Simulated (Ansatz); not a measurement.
**A computed series for PbSe: response to strain**

The reference is PbSe in the rock salt structure (space group Fm-3m, No. 225; a = 6.178 Å). Axes: x, y, z lie along the cube axes.

Strains are applied to the cell and any free atomic positions relax; under biaxial strain the out-of-plane vector relaxes too.

The values are results of r2SCAN (Ansatz, a quantum-chemistry and plane-wave program), no spin-orbit coupling, not measurements.

```csv
"biaxial strain, plane normal [001], relaxed out of plane (%)",out-of-plane strain (%)
0,0.00
0.5,?
1,-0.21
1.5,-0.31
2,-0.41
2.5,-0.52
3,-0.62
```

Task: Fit ε⊥ = −νε + γε² (strains in %) to the rows shown and predict the withheld row.

Result: Least squares on the printed values gives ν = 0.21 (the biaxial Poisson response) and γ = 0.000 (largest residual 0.00 %); this predicts -0.10 %, and the run gives -0.11 %, in agreement.

No phonon test of stability was made.
